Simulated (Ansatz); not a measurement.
# Hypothetical CdI2 type TeS2: thickness series

The reference is TeS$_{2}$ in the CdI2 type structure (space group P-3m1, No. 164; a = 3.792 Å, c = 5.700 Å; a hypothetical phase, not in the database extracts checked; layered, stacked along the Cartesian z axis).

Free-standing slabs (3 atom(s) a layer) normal to the stacking axis with 15 Å of vacuum; in-plane cell relaxed.

Levels (all Ansatz, an electronic-structure program, PAW): PBE-D3(BJ) (420 eV, no SOC); r2SCAN+rVV10 (500 eV, no spin-orbit coupling).

The base cell above is that of PBE-D3(BJ); each level relaxes its own structures.

| case | smallest direct gap, PBE-D3(BJ) | smallest direct gap, r2SCAN+rVV10 |
|---|---|---|
| 1 layer | 1.37 eV | 1.48 eV |
| 2 layers | 0.83 eV | ? |
| 3 layers | 0.62 eV | 0.82 eV |
| 4 layers | 0.51 eV | ? |

Problem. What belongs in the blanks?

Solution. 
- 2 layers, smallest direct gap, r2SCAN+rVV10: 1.01 eV
- 4 layers, smallest direct gap, r2SCAN+rVV10: 0.73 eV

PBE-D3(BJ) lies below r2SCAN+rVV10 in every row, by 0.11 eV to 0.22 eV. They put the cases in the same order.

With Te present, leaving out spin-orbit coupling can change the band edges. Stability against distortions was not tested. A zero or small gap of TeS2 can be the functional's error rather than a property of the material.
